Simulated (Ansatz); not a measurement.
## BeSe, response to strain

Consider BeSe in the zinc blende structure (space group F-43m, No. 216; a = 5.1289 Å). Axes: x, y, z lie along the cube axes.

Strains are applied to the cell and any free atomic positions relax; under biaxial strain the out-of-plane vector relaxes too.

Method: PBEsol (Ansatz, a quantum-chemistry and plane-wave program; PAW; 420 eV plane waves; no SOC).

Notes on the quantities. pressure: mean of the normal stresses, compression positive.

| case | shortest interatomic distance | smallest direct gap | pressure |
|---|---|---|---|
| base | 2.221 Å | 4.28 eV | 0.0 kbar |
| biaxial strain −1.41 %, plane normal [001], relaxed out of plane | [?] | [?] | [?] |
| biaxial strain −0.65 %, plane normal [001], relaxed out of plane | 2.215 Å | 4.32 eV | 6.3 kbar |
| isotropic strain −1.23 % | 2.194 Å | 4.56 eV | 31.7 kbar |
| isotropic strain +1.28 % | 2.249 Å | 4.01 eV | -28.2 kbar |
| uniaxial strain ε_xx = +1.34 % | 2.231 Å | 4.16 eV | -10.4 kbar |

Question: What belongs in the blanks?

Answer: 
- biaxial strain −1.41 %, plane normal [001], relaxed out of plane, shortest interatomic distance: 2.209 Å
- biaxial strain −1.41 %, plane normal [001], relaxed out of plane, smallest direct gap: 4.36 eV
- biaxial strain −1.41 %, plane normal [001], relaxed out of plane, pressure: 14.0 kbar

Whether these cells are dynamically stable was not tested.
